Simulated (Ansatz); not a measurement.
An Ansatz (an electronic-structure program) run: hypothetical simple cubic Pt with a change (pressure −2 GPa); Kohn–Sham DFT with the PBE functional, run in Ansatz with PAW and 420 eV plane waves, no spin-orbit coupling.

Input:

Ansatz 0.2 input:
```yaml
crystal:
  lattice:
    - [2.6289053585, 0, 0]
    - [0, 2.6289053585, 0]
    - [0, 0, 2.6289053585]
  atoms:
    - { symbol: Pt, position: [0, 0, 0] }
basis: { ecutwfc: 420, ecutrho_ratio: 4, xc_grid: 2, fft_grid_basis: typed }
kpoints: { mp_grid: { grid: [18, 18, 18] } }
hamiltonian:
  xc: pbe
  dispersion: none
  pseudopotentials: { kind: paw }
scf: { occupations: { method: fermi_dirac, width: 0.05 } }
relax: { f_tol: 0.01, max_steps: 60, cell: { stress_tol: 0.02, p_target: -2.0 } }
output: { forces: true, stress: true }
checkpoint: { write: state.ck, write_every: 1000 }
```

Output (explanatory and most iteration lines left out):

```
Relaxation: its limit of steps is 60 (relax.max_steps)
Pseudopotential: Pt, paw, valence charge 18
Crystal: 1 atoms, lattice volume = 18.169 Å³
Basis set: ecut = 420 eV, 365 PW (Γ), exchange–correlation on 36×36×36 points (8 copies of the dense FFT grid, shifted against one another)
Bands: 13, of which v1, the nominal top of the filled ones, is band 9 counted from 1 (8 counted from 0)
Symmetry: 48 space group operations
Space group: Pm-3m (ITA 221), of the structure as read, at distance tolerance 2.6e-5 Å
k-points: 220 of 5832
Functional: x = pbe(κ = 0.804, μ = 0.2195149727645171), c = pbe(β = 0.06672455060314922)
SCF iter   1: F=—  HF=-12522.568588 eV  |F-HF|=—  |Δ(HF+E_count)|=         —  Δρ=2.73e-3  dr2=1.24e-3  ethr=1.77e-3  ⟨swp⟩=4.8  Hψ=15113  notcnv=0
SCF iter   2: F=—  HF=-12522.569057 eV  |F-HF|=—  |Δ(HF+E_count)|=   4.69e-4  Δρ=1.49e-3  dr2=3.73e-4  ethr=6.86e-6  ⟨swp⟩=2.0  Hψ=5598  notcnv=0
SCF 1 converged in 6 iterations: F = -12522.569125 eV  dr2 = 7.61e-11
relax step   1: F+E_penalty+E_count = -12522.56912463 eV  Δ(F+E_penalty+E_count) = +0.000e0 eV  max|allowed force component| = 0.000e0 eV/Å  Δτ_max = 0.0000 Å  P = -1.017 GPa  Ω = 18.169 Å³  (6 SCF iters, dr2 threshold 1.00e-7 eV, accepted)
[... steps on the carried basis left out ...]
relax step   4: F+E_penalty+E_count = -12522.56815330 eV  Δ(F+E_penalty+E_count) = -4.389e-5 eV  max|allowed force component| = 0.000e0 eV/Å  Δτ_max = 0.0000 Å  P = -2.018 GPa  Ω = 18.271 Å³  stress off target by 1.75e-2 GPa  SCF on the basis re-selected at this cell (its energy is not comparable with the rows above)  (5 SCF iters)
SCF converged after 5 iterations
Free energy (F): -12522.568153 eV
Internal energy: -12522.557659 eV  (E = F + TS)
E sigma→0 (E₀):  -12522.562906 eV
Entropy (-TS):   -0.010494 eV (-10.494 meV/atom)
Fermi energy:    18.023872 eV
--- Forces (eV/Å), atoms counted from 1 ---
  atom   1  Pt     0.00000000    -0.00000000     0.00000000
--- Stress (GPa, compression-positive) ---
       -2.017517       0.000000       0.000000
        0.000000      -2.017517       0.000000
        0.000000       0.000000      -2.017517
  P = ⅓ Tr σ = -2.0175 GPa (-20.175 kbar)
--- Relaxed structure (3 steps of the walk, 2 accepted, 1 SCFs on fresh bases) ---
  cell:  # Å, volume = 18.2713 Å³
    - [2.6338414689954277, -2.5679065925163143e-34, 0.0]
    - [-2.5679065925163143e-34, 2.6338414689954277, 0.0]
    - [0.0, 0.0, 2.6338414689954277]
  atoms:
    - { symbol: Pt, position: [0.0, 0.0, 0.0] }
```

Load acts through the strain it causes; cell and atoms are relaxed under it. Stability against distortions was not tested. All final runs are without spin polarisation. The cell was made from Pt in the simple cubic structure (space group Pm-3m, No. 221; a hypothetical phase, not in the database extracts checked) by this change: pressure −2 GPa.
